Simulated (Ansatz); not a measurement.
Effect of uniaxial strain ε_zz = −2.25 % on CdSe

Take CdSe in the wurtzite structure (space group P6_3mc, No. 186; a = 4.340 Å, c = 7.078 Å) as the base. Axes: x lies along a and z along c of the hexagonal cell.

One thing is altered: the cell is compressed by 2.25 % along z with no lateral relaxation, atoms relaxed at fixed cell.

The values are results of r2SCAN (Ansatz, a program for electronic structure), no SOC, not measurements. Settings: 9×9×5 k-points, 0.05 eV Fermi–Dirac smearing.

The volume per atom drops by 0.65 Å³ (28.86 Å³ → 28.21 Å³) and the shortest interatomic distance falls by 0.018 Å (2.655 Å → 2.637 Å). The energy goes up by 3.8 meV/atom and the pressure (mean of the normal stresses, compression positive) goes from zero to 1.23 GPa. The band gap grows by 0.056 eV to 1.16 eV and the gap character remains direct at Γ. The electron mass becomes 0.097 mₑ along z, 0.10 mₑ across (at Γ) (base: 0.093 mₑ along c, 0.10 mₑ across (at Γ)) and the valence-band top at Γ (three highest levels, from the VBM) becomes 0.00, -0.04, -0.04 eV (base: 0.00, 0.00, -0.04 eV). The largest internal atomic displacement comes out as 0.018 Å and the stress (xx, yy, zz, yz, xz, xy; compression positive) comes out as (0.91, 0.91, 1.86, 0.00, 0.00, 0.00) GPa.

Final structure:

```yaml
crystal:
  lattice:
    - [4.33999, 0.00000, 0.00000]
    - [-2.17000, 3.75854, 0.00000]
    - [0.00000, 0.00000, 6.91877]
  atoms:
    - { symbol: Cd, position: [0.66667, 0.33333, 0.00322] }
    - { symbol: Cd, position: [0.33333, 0.66667, 0.50322] }
    - { symbol: Se, position: [0.66667, 0.33333, 0.62198] }
    - { symbol: Se, position: [0.33333, 0.66667, 0.12198] }
```

Effective masses come from finite differences of ±0.01 Å⁻¹. No phonon test of stability was made.
